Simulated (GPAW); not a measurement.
What a tighter setting buys: kpts, H2 (Cmcm, 4 atoms in the cell)

```
H2
1.0
    1.64853    -2.73169     0.00000
    1.64853     2.73169     0.00000
    0.00000     0.00000     6.31377
H
4
Direct
  0.56781   0.43219   0.99951
  0.43219   0.56781   0.00049
  0.43219   0.56781   0.49951
  0.56781   0.43219   0.50049
```

Method: PBEsol, GPAW PAW datasets PBEsol (made by gpaw-setup) (plane waves; GPAW).

Base settings: mode = pw; ecut = 850 eV; xc = PBEsol; kpts = 9 9 4; mesh shift (steps) = 0 0 0; occupations.name = fermi-dirac; occupations.width = 0 eV; nbands = -8; convergence.forces = 0.001 eV/Å; convergence.bands = -6.

Misses are taken against the tightest run, 18 18 8, which need not be fully converged itself. The energy is the free energy per atom.

The count of work is k-points × plane waves × bands × iterations; it is no time, and leaves out set-up, grids and terms that scale otherwise. Core times come from one kind of shared machine and are given to one figure; runs under 30 s give none.

The starting cell comes from a database of computed structures (which also holds hypothetical and non-ambient phases and stackings), without a prior relaxation at this level.

```tsv
kpts	energy less reference (meV/atom)	pressure less reference (GPa)	largest difference in the force on any atom (eV/Å)	count of work / reference	core time / reference (rough)
1 1 1	-807.98	-12.38	2.482	0.00099	–
2 2 1	34.49	0.92	0.241	0.0060	–
3 3 2	-1.28	-0.04	0.015	0.018	–
4 4 2	0.09	0.00	0.001	0.031	–
5 5 2	0.01	0.00	0.000	0.039	–
5 5 3	0.00	0.00	0.000	0.039	–
7 7 3	0.00	0.00	0.000	0.070	–
8 8 4	0.00	0.00	0.000	0.14	0.2
9 9 4	0.00	0.00	0.000	0.16	0.2
11 11 5	0.00	0.00	0.000	0.24	0.4
13 13 6	0.00	0.00	0.000	0.43	0.6
15 15 7	0.00	0.00	0.000	0.56	0.8
18 18 8	0.00	0.00	0.000	1.0	1
```

Coarsest setting among those run that, with all tighter ones, holds the energy within 20 meV/atom of the reference: 3 3 2, off by 1.3 meV/atom; it needs 0.018 of the reference's count of work.

The step from 2 2 1 to 3 3 2: it takes the miss in the energy from 34 to 1.3 meV/atom, for 2.9 times the count of work.
